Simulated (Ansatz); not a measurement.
The reference is Ga2O3 (space group C2/m, No. 12; a = 12.256 Å, b = 3.039 Å, c = 5.808 Å, α = γ = 90.00°, β = 103.81°).

The values are results of r2SCAN, PAW, 500 eV (Ansatz, a quantum-chemistry and plane-wave program; spin-orbit coupling left out), not measurements.

One change was made to it. Results:

The band gap goes up by 0.38 eV (3.02 eV → 3.40 eV); the density increases by 0.278 g/cm³ (5.93 g/cm³ → 6.20 g/cm³); the shortest interatomic distance drops by 0.019 Å, from 1.834 Å to 1.815 Å; the smallest direct gap grows by 0.38 eV, from 3.05 eV to 3.43 eV.

Which change produced these results?
(A) pressure 9 GPa
(B) pressure 0.9 GPa
(C) pressure 4.5 GPa
(D) pressure −2 GPa

A, pressure 9 GPa. For comparison, the band gap in the other runs: pressure 4.5 GPa gives 3.22 eV; pressure 0.9 GPa gives 3.06 eV; pressure −2 GPa gives 2.93 eV.

Load acts through the strain it causes; cell and atoms are relaxed under it. Whether these cells are dynamically stable was not tested. No other phases were tried under pressure.
